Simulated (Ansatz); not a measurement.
# HfO2: O → Cl

Take HfO2 in the fluorite structure (space group Fm-3m, No. 225; a = 5.0445 Å) as the base.

Perturbation: Cl takes the place of O on all its sites, then cell and atoms are relaxed.

Calculations: PBEsol in Ansatz (plane waves to 420 eV, PAW, no spin-orbit coupling), earlier PAW set. Settings: 13×13×13 k-points, 0.05 eV Fermi–Dirac smearing, for the changed cell.

| quantity | base | changed | shift |
|---|---|---|---|
| volume per atom | 10.70 Å³ | 19.74 Å³ | +9.04 Å³ |
| density | 10.89 g/cm³ | 6.99 g/cm³ | -3.90 g/cm³ |
| lattice parameter a | 504.5 pm | 618.7 pm | +114.26 pm |
| space group | Fm-3m (No. 225) | Fm-3m (No. 225) | – |
| shortest interatomic distance | 218.4 pm | 267.9 pm | +49.5 pm |
| band gap | 3.69 eV | zero | – |
| magnetic state | not spin-polarised | ferromagnetic | – |

Final structure:

```
HfCl2
1.0
    0.00000     3.09357     3.09357
    3.09357     0.00000     3.09357
    3.09357     3.09357     0.00000
Hf Cl
1 2
Direct
  0.00000   0.00000   0.00000
  0.25000   0.25000   0.25000
  0.75000   0.75000   0.75000
```

Other magnetic orders, which the real material may have, were not ruled out. Spin-orbit coupling, missing from the scalar runs, can matter with Hf. Stability against distortions was not tested. As relaxed here, HfCl2 is a hypothetical phase, not in the database extracts checked. This is not the structure that HfO2 has at room temperature and ambient pressure.

Ansatz is a quantum-chemistry and plane-wave program.
